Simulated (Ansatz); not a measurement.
Consider CaZrF₆ (space group Fm-3m, No. 225; a = 8.511 Å; a cell from a computed database, its experimental status unchecked).

One thing is altered: a hydrostatic pressure of 0.7 GPa.

Levels (all Ansatz, a quantum-chemistry and plane-wave program, PAW): PBEsol (420 eV, scalar-relativistic without spin-orbit coupling); PBEsol+SOC (420 eV, spin-orbit coupling included).

The geometry is relaxed with PBEsol.

| Quantity | Result |
|---|---|
| PBEsol gap character | direct at Γ |
| PBEsol lowest conduction level above the VBM at special points | Γ 7.04 eV; X 7.07 eV; U 7.18 eV; K 7.18 eV |
| PBEsol valence-band top at Γ | 0.00, 0.00, 0.00 eV |

**Question.** Predict the gap character, lowest conduction level above the VBM at special points and valence-band top at Γ from PBEsol+SOC.

**Answer.** The gap character stays direct at Γ; the lowest conduction level above the VBM at special points becomes Γ 7.00 eV; X 7.06 eV; U 7.16 eV; K 7.16 eV (PBEsol: Γ 7.04 eV; X 7.07 eV; U 7.18 eV; K 7.18 eV); the valence-band top at Γ (three highest Kramers pairs, from the VBM) goes from 0.00, 0.00, 0.00 eV to 0.00, 0.00, -0.03 eV. The threefold valence maximum splits by Δso ≈ 32 meV.

Single points use the geometry relaxed with PBEsol. Differences between runs with and without spin-orbit coupling are approximate. Load acts through the strain it causes; cell and atoms are relaxed under it. No phonon test of stability was made.
